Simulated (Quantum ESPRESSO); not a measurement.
Input and output of a self-consistent single point for a (001) slab of Se (cut from a parent of space group no. 152; 3 atoms in the cell) (Quantum ESPRESSO).

Method: LDA (PZ), PSlibrary PAW (LDA) pseudopotentials (plane waves; Quantum ESPRESSO 7.5).

```
Se
1.0
    4.38311     0.00000     0.00000
   -2.19156     3.79589     0.00000
    0.00000     0.00000    17.30991
Se
3
Direct
  0.00000   0.22500   0.50000
  0.77500   0.77500   0.59561
  0.22500   0.00000   0.40439
```

Reference input (self-consistent single point, DFT, LDA (PZ), plane waves, PSlibrary PAW (LDA) pseudopotentials): ecutwfc = 30 Ry; ecutrho = 180 Ry; occupations = smearing; smearing = fd; degauss = 0.000734986 Ry; mixing_mode = local-TF; potentials = {Se: Se.pz-n-kjpaw_psl.1.0.0.UPF}; K_POINTS = automatic 3 3 1 0 0 0; conv_thr = 1e-10 Ry; mixing_beta = 0.3. This run's input differs from it in these lines:

```diff
@@ -13,4 +13,4 @@
   ntyp = 1
-  ecutwfc = 30
-  ecutrho = 180
+  ecutwfc = 45
+  ecutrho = 270
   occupations = 'smearing'
```

Output, abridged:

```
     Self-consistent Calculation

     iteration #  1     ecut=    45.00 Ry     beta= 0.30

---- Real-time Memory Report at c_bands before calling an iterative solver
           185 MiB given to the printing process from OS
            81 MiB allocation reported by mallinfo(arena+hblkhd)
------------------

     Threshold (ethr) on eigenvalues was too large:
     Diagonalizing with lowered threshold

---- Real-time Memory Report at c_bands before calling an iterative solver
           206 MiB given to the printing process from OS
            87 MiB allocation reported by mallinfo(arena+hblkhd)
------------------

   [... lines left out ...]
           234 MiB given to the printing process from OS
           125 MiB allocation reported by mallinfo(arena+hblkhd)
------------------

     negative rho (up, down):  1.546E-05 0.000E+00

     total energy              =    -548.54003933 Ry
     estimated scf accuracy    <          1.9E-10 Ry

     iteration # 19     ecut=    45.00 Ry     beta= 0.30

---- Real-time Memory Report at c_bands before calling an iterative solver
           234 MiB given to the printing process from OS
           125 MiB allocation reported by mallinfo(arena+hblkhd)
------------------

     negative rho (up, down):  1.500E-05 0.000E+00
     End of self-consistent calculation

     the Fermi energy is    -3.1645 ev

!    total energy              =    -548.54004137 Ry
     estimated scf accuracy    <          2.2E-11 Ry
     smearing contrib. (-TS)   =      -0.00000004 Ry
     internal energy E=F+TS    =    -548.54004133 Ry

      -> PAW hartree energy AE =      28.96424483 Ry
      -> PAW hartree energy PS =     -28.84898001 Ry
      -> PAW xc energy AE      =    -505.49606620 Ry
      -> PAW xc energy PS      =      16.34661145 Ry
      -> total E_H with PAW    =      97.96696687 Ry
      -> total E_XC with PAW   =    -507.96071781 Ry

     convergence has been achieved in  19 iterations

     negative rho (up, down):  1.500E-05 0.000E+00

     Forces acting on atoms (cartesian axes, Ry/au):

   [... lines left out ...]
     Total force =     0.088034     Total SCF correction =     0.000004
   [... lines left out ...]

     negative rho (up, down):  1.500E-05 0.000E+00
          total   stress  (Ry/bohr**3)                   (kbar)     P=      -22.64
  -0.00016226   0.00000629  -0.00000121          -23.87        0.93       -0.18
   0.00000629  -0.00016952  -0.00000070            0.93      -24.94       -0.10
  -0.00000121  -0.00000070  -0.00012995           -0.18       -0.10      -19.12

   JOB DONE.
```

The run converged in 19 iterations. Against the reference run the free energy drops by 4.0 meV/atom, the largest force moves little (1.404 to 1.409 eV/Å) and the gap on the mesh stays at 0.239 eV.

The starting cell has typed, rounded lattice constants, without a prior relaxation at this level. The slab is cut from that crystal, and its faces are unrelaxed. Its lattice was rescaled by up to half a per cent. Spin polarisation is off, though cut faces can carry moments; a gap of a slab can lie between surface states. Forces in this geometry exceed 1 eV/Å.

Cost on one core of a shared machine: roughly 40 s.
